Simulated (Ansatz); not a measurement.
Take CoSi₂ (space group Fm-3m, No. 225; a = 5.315 Å; not spin-polarised; relaxed with 0.1 eV smearing) as the base. Axes: x, y, z lie along the cube axes.

Calculations: r2SCAN/PAW in Ansatz (a first-principles code), scalar-relativistic without spin-orbit coupling, earlier PAW set.

One thing is altered: the cell is scaled by 1.0227 in all directions; the atoms relax in the strained cell.

**Question.** Predict the stress tensor and what it implies for the stiffness.

**Answer.** Stress of the strained cell less that of the base (GPa, compression positive):
```
  -11.4     0.0     0.0
    0.0   -11.4     0.0
    0.0     0.0   -11.4
```

Then B = −ΔP/(ΔV/V₀) with ΔV/V₀ = 0.0697 gives secant stiffness values (nonlinear terms included at this strain): B ≈ 163 GPa.

As a check, the harmonic strain energy −½ V₀ Δσ:ε is 30 meV/atom; the computed energy rise is 33 meV/atom.

No phonon test of stability was made. The final runs are not spin-polarised.
